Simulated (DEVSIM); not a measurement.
System: Schottky contact on n-type Si, at 300 K.

| layer (left to right) | material | thickness (μm) | Nd (cm⁻³) | τn (s) | τp (s) |
|---|---|---|---|---|---|
| 1 | Si | 14.0 | 3e16 | 2.9e-5 | 2.9e-5 |

Left contact: Schottky, work function 4.64 eV, emission velocity 6.6e6 cm/s. Right contact: ohmic. Voltage is applied to the left contact. Recombination: SRH at mid-gap. Mobility is μmin + (μ − μmin)/(1 + (N/Nref)^α).

The device is made up for the run: typed textbook-type constants, with dimensions and the other settings drawn at random. Values at 300 K.

```csv
parameter,Si
gap (eV),1.124
affinity (eV),4.05
permittivity,11.7
Nc (cm⁻³),2.86e19
Nv (cm⁻³),3.1e19
μn (cm²/Vs),1417
μp (cm²/Vs),470
"μn,min",52
"μp,min",45
"Nref,n",9.7e16
"Nref,p",2.2e17
αn,0.68
αp,0.72
```

DEVSIM, 1D drift-diffusion, Boltzmann statistics, complete ionisation; no tunnelling, impact ionisation, image-force lowering or self-heating. Metal contacts follow the ideal Schottky-Mott rule: no Fermi-level pinning, no interface dipoles.

The thickness of layer 1 was swept, all else fixed.

| thickness of layer 1 (μm) | dark forward voltage at 100 A/cm² (V) |
|---|---|
| 2.8 | 0.277 |
| 4.9 | 0.282 |
| 8.4 | 0.289 |
| 14 | 0.299 |
| 24 | 0.322 |
| 42 | 0.358 |
| 70 | ? |

Problem. Some entries are withheld; supply them.

Solution. 
- 70, dark forward voltage at 100 A/cm² (V): 0.417
